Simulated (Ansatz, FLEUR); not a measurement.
A FLEUR input for a self-consistent single point of CaSe (Fm-3m, 2 atoms in the cell) (DFT, PBE, all-electron FLAPW (FLEUR), scalar-relativistic valence with spin-orbit coupling in second variation):

Input of the input generator:

```
scf CaSe
&input film=f /
-0.0000000000 5.5935893289 5.5935893289
5.5935893289 -0.0000000000 5.5935893289
5.5935893289 5.5935893289 -0.0000000000
1.0
1.0 1.0 1.0

2
20 0.0000000000 0.0000000000 0.0000000000
34 0.5000000000 0.5000000000 0.5000000000

&comp jspins=1 /
&kpt div1=5 div2=5 div3=5 /
&soc 0.0 0.0 /
&end /
```

```xml
<?xml version="1.0" encoding="UTF-8" standalone="no"?>
<fleurInput fleurInputVersion="0.39">
   <comment>
      scf CaSe                                                                                            
   </comment>
   <calculationSetup>
      <cutoffs Kmax="3.9" Gmax="11.7" GmaxXC="11.7" numbands="0"/>
      <scfLoop itmax="60" minDistance="0.00001" maxIterBroyd="40" imix="Anderson" alpha="0.05" precondParam="0.0" spinf="2.0"/>
      <coreElectrons ctail="T" frcor="F" kcrel="0" coretail_lmax="0"/>
      <xcFunctional name="pbe" relativisticCorrections="F"/>
      <magnetism jspins="1"/>
      <soc l_soc="T" theta="0.0" phi="0.0" spav="F"/>
      <expertModes spex="0" secvar="F"/>
      <geometryOptimization l_f="F" forcealpha="1.0" forcemix="BFGS" epsdisp="0.00001" epsforce="0.00001"/>
      <ldaU l_linMix="F" mixParam="0.05" spinf="1.0"/>
   </calculationSetup>
   <cell>
      <bzIntegration valenceElectrons="26.0" mode="hist" fermiSmearingEnergy="0.00073499">
         <kPointListSelection listName="default-1"/>
         <!-- k-points included here -->
         <xi:include xmlns:xi="http://www.w3.org/2001/XInclude" href="kpts.xml"> </xi:include>
      </bzIntegration>
      <!-- symmetry operations included here -->
      <xi:include xmlns:xi="http://www.w3.org/2001/XInclude" href="sym.xml"> </xi:include>
      <bulkLattice scale="1.0">
         <bravaisMatrix>
            <row-1>    0.0000000000000000     5.5935893289000003     5.5935893289000003</row-1>
            <row-2>    5.5935893289000003     0.0000000000000000     5.5935893289000003</row-2>
            <row-3>    5.5935893289000003     5.5935893289000003     0.0000000000000000</row-3>
         </bravaisMatrix>
      </bulkLattice>
   </cell>
   <atomSpecies>
      <species name="Calcium (Ca)" element="Ca" atomicNumber="20">
         <mtSphere radius="2.62" gridPoints="903" logIncrement="0.013"/>
         <atomicCutoffs lmax="10" lnonsphr="8"/>
         <electronConfig flipSpins="F">
            <coreConfig>(1s1/2) (2s1/2) (2p1/2) (2p3/2)</coreConfig>
            <valenceConfig>(3s1/2) (3p1/2) (3p3/2) (4s1/2)</valenceConfig>
         </electronConfig>
         <energyParameters s="4" p="4" d="3" f="4"/>
         <lo type="SCLO" l="0" n="3" eDeriv="0"/>
         <lo type="SCLO" l="1" n="3" eDeriv="0"/>
      </species>
      <species name="Selenium (Se)" element="Se" atomicNumber="34">
         <mtSphere radius="2.62" gridPoints="903" logIncrement="0.014"/>
         <atomicCutoffs lmax="10" lnonsphr="8"/>
         <electronConfig flipSpins="F">
            <coreConfig>(1s1/2) (2s1/2) (2p1/2) (2p3/2) (3s1/2) (3p1/2) (3p3/2)</coreConfig>
            <valenceConfig>(4s1/2) (3d3/2) (3d5/2) (4p1/2) (4p3/2)</valenceConfig>
            <stateOccupation state="(4p1/2)" spinUp="0.6666666666667" spinDown="0.6666666666667"/>
            <stateOccupation state="(4p3/2)" spinUp="1.3333333333333" spinDown="1.3333333333333"/>
         </electronConfig>
         <energyParameters s="4" p="4" d="3" f="4"/>
      </species>
   </atomSpecies>
   <atomGroups>
      <atomGroup species="Calcium (Ca)">
         <relPos label="                   1">.0000000000 .0000000000 .0000000000</relPos>
         <force calculate="T" relaxXYZ="TTT"/>
      </atomGroup>
      <atomGroup species="Selenium (Se)">
         <relPos label="                   2">1.000/2.000 1.000/2.000 1.000/2.000</relPos>
         <force calculate="T" relaxXYZ="TTT"/>
      </atomGroup>
   </atomGroups>
   <output dos="F" band="F" slice="F">
      <checks vchk="F" cdinf="F"/>
      <bandDOS minEnergy="-.5*Htr" maxEnergy="0.5*Htr" sigma="0.015" storeEVData="T"/>
      <vacuumDOS vacdos="F" integ="F" star="F" nstars="0" locx1="0.0" locy1="0.0" locx2="0.0" locy2="0.0" nstm="0" tworkf="0.0"/>
      <unfoldingBand unfoldBand="F" supercellX="1" supercellY="1" supercellZ="1"/>
      <plotting iplot="0" polar="F">
         <plot TwoD="T" vec1="  1.0  0.0  0.0" vec2="  0.0  1.0  0.0" vec3="  0.0  0.0  1.0" zero="  0.0  0.0  0.0" file="plot"/>
      </plotting>
      <chargeDensitySlicing numkpt="0" minEigenval="0.0" maxEigenval="0.0" nnne="0" pallst="F"/>
      <specialOutput eonly="F"/>
      <magneticCircularDichroism mcd="F" energyLo="-10.0" energyUp="0.0"/>
   </output>
  <!-- We include the file relax.xml here to enable relaxations (see documentation) -->
  <xi:include xmlns:xi="http://www.w3.org/2001/XInclude" href="relax.xml"> <xi:fallback/> </xi:include>
</fleurInput>
```

Question: Write the same calculation as an input for Ansatz (a first-principles code).

Answer: One input that does it (others would too):

Ansatz 0.2 input:
```yaml
crystal:
  lattice:
    - [0.000000, 2.960000, 2.960000]
    - [2.960000, 0.000000, 2.960000]
    - [2.960000, 2.960000, 0.000000]
  atoms:
    - { symbol: Ca, position: [0.000000, 0.000000, 0.000000] }
    - { symbol: Se, position: [0.500000, 0.500000, 0.500000] }
basis:
  ecutwfc: 30.9 Ry
kpoints:
  mp_grid: { grid: [5, 5, 5] }
hamiltonian:
  xc: pbe
  pseudopotentials: { kind: paw }
magnetization:
  noncollinear: true
  spin_orbit: true
scf:
  occupations: { method: fermi_dirac, width: 0.0015 Ry }
output:
  forces: true
  eigenvalues: true
  stress: true
```

Basis settings and potentials, where a program has them, do not carry over. This input uses DFT, PBE with spin-orbit coupling, plane waves, default PAW files. The width in Ry is rounded to four decimals.

The starting cell has typed, rounded lattice constants, without a prior relaxation at this level.
